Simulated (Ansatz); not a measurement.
# Zn in the hcp (Mg type) structure (space group P6_3/mmc, No. 194)

```
CELL_PARAMETERS angstrom
      2.64671     0.00000     0.00000
     -1.32336     2.29212     0.00000
      0.00000     0.00000     4.67807
ATOMIC_POSITIONS crystal
  Zn 0.33333 0.66667 0.75000
  Zn 0.66667 0.33333 0.25000
```

All numbers come from DFT with r2SCAN, PAW potentials and a 500 eV plane-wave cutoff in Ansatz (a first-principles code), no spin-orbit coupling, earlier PAW set. k-mesh 20×20×10 (Γ-centred); smearing 0.05 eV (Fermi–Dirac).

The volume per atom is 14.19 Å³. The density is 7.65 g/cm³, the band gap is zero and the total energy is -3325.677 eV/atom (σ→0; compares only within this code and set-up).

Whether these cells are dynamically stable was not tested.
